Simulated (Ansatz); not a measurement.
Cells marked so need not be the phases stable at ambient conditions, and some may be hypothetical.

No gap correction and no spin-orbit coupling; mid-gap values are interpolated between computed energies.

A. Sr$_{3}$SbN (Pm-3m, anti-perovskite, not sure to be the ambient phase, 5 atoms a cell, 28.0 Å³ an atom), along the normal of (110)
B. LiTaF6 (R-3, not sure to be the ambient phase, 8 atoms a cell, 13.1 Å³ an atom), along the normal of (101)
C. Cs$_{3}$Sb (Fm-3m, not sure to be the ambient phase, 4 atoms a cell, 49.4 Å³ an atom), along the normal of (111)
D. KSrCO₃F (P-6m2, not sure to be the ambient phase, 7 atoms a cell, 16.7 Å³ an atom, -3 GPa at this level), along the normal of (100)
E. CdPdF₆ (R-3, not sure to be the ambient phase, 8 atoms a cell, 13.4 Å³ an atom), along the normal of (001)

Problem. Order them by mid-gap decay constant of the slowest evanescent state (lowest first) at the level Ansatz (a program for electronic structure) with r2SCAN.

Solution. A (0.09 1/Å), C (0.15 1/Å), D (0.48 1/Å), E (0.54 1/Å), B (0.64 1/Å)
